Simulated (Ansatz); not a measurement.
CsCl-type PdIn was calculated with LDA (plane waves, PAW; Ansatz, an electronic-structure program).

Input file:

Ansatz 0.2 input:
```yaml
crystal:
  lattice:
    - [3.2144426421, 0.0, 0.0]
    - [0.0, 3.2144426421, 0.0]
    - [0.0, 0.0, 3.2144426421]
  atoms:
    - { symbol: In, position: [0.5, 0.5, 0.5] }
    - { symbol: Pd, position: [0.0, 0.0, 0.0] }
basis:
  ecutwfc: 520
  ecutrho_ratio: 4
  xc_grid: 2
kpoints:
  mp_grid: { grid: [18, 18, 18] }
hamiltonian:
  xc: lda
  dispersion: none
  pseudopotentials: { kind: paw }
scf:
  occupations: { method: fermi_dirac, width: 0.05 }
  convergence: { dr2_threshold: 0.000000001 }
output:
  forces: true
  stress: true
  eigenvalues: true
```

From the output:

```
WARN output.stress: scf.convergence.dr2_threshold = 1e-9 eV is looser than the 2e-10 eV advised for a printed stress (1e-10 eV for each atom of the cell: 2)
Crystal: 2 atoms, lattice volume = 33.214 Å³
Basis set: ecut = 520 eV, 895 PW (Γ), exchange–correlation on 48×48×48 points (8 copies of the dense FFT grid, shifted against one another)
Bands: 20, of which v1, the nominal top of the filled ones, is band 16 counted from 1 (15 counted from 0)
Symmetry: 48 space group operations
Space group: Pm-3m (ITA 221), of the structure as read, at distance tolerance 3.2e-5 Å
k-points: 220 of 5832
Functional: x = slater, c = lda
SCF iter   1: F=—  HF=-12302.845781 eV  |F-HF|=—  |Δ(HF+E_count)|=         —  Δρ=1.16e-2  dr2=3.78e-2
SCF iter   2: F=—  HF=-12302.838544 eV  |F-HF|=—  |Δ(HF+E_count)|=   7.24e-3  Δρ=5.67e-3  dr2=1.05e-2
  ...
SCF iter   6: F=—  HF=-12302.835994 eV  |F-HF|=—  |Δ(HF+E_count)|=   1.08e-7  Δρ=2.67e-6  dr2=9.52e-10
SCF iter   7: F=-12302.835994 eV  HF=-12302.835994 eV  |F-HF|=3.64e-12  |Δ(HF+E_count)|=  3.46e-11  Δρ=2.17e-7  dr2=9.23e-12
SCF 1 converged in 7 iterations: F = -12302.835994 eV  dr2 = 9.23e-12
SCF converged after 7 iterations
Free energy (F): -12302.835994 eV
Internal energy: -12302.829922 eV  (E = F + TS)
E sigma→0 (E₀):  -12302.832958 eV
Fermi energy:    17.611767 eV
--- Forces (eV/Å), atoms counted from 1 ---
  atom   1  In     0.00000000    -0.00000000     0.00000000
  atom   2  Pd    -0.00000000     0.00000000    -0.00000000
--- Stress (GPa, compression-positive) ---
       -0.000836       0.000000       0.000000
        0.000000      -0.000836       0.000000
        0.000000       0.000000      -0.000836
  P = ⅓ Tr σ = -0.0008 GPa (-0.008 kbar)
```

The PAW data were made under PBE.

The result took very roughly 8 core-seconds.
